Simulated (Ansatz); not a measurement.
The starting structures come from a database of crystals and need not be the phases stable at ambient conditions.

By PBEsol, the system below comes out a metal.

A figure of merit of an interconnect metal is its ballistic conductance per area.

Input:

```yaml
crystal:
  lattice:
    - [4.15051, 0.00000, 0.00000]
    - [0.00000, 4.15051, 0.00000]
    - [2.07525, -2.07525, 2.93485]
  atoms:
    - { symbol: In, position: [0.50000, 0.50000, 0.00000] }
    - { symbol: As, position: [0.00000, 0.00000, 0.00000] }
```

Space group of this cell: Fm-3m, rock salt. The cell is strained (all lengths scaled by 1.02); by PBEsol its mean pressure is -6.1 GPa.

The current flows along the normal of the first two printed cell vectors, the (001) plane of the conventional cell. No spin-orbit coupling; the value is a mean over 0.1 eV about the Fermi level.

Problem. Estimate the ballistic conductance per area that Ansatz (an electronic-structure program) with PBEsol returns for this system.

Solution. 0.76 × 10¹⁵ S/m² for both spins.
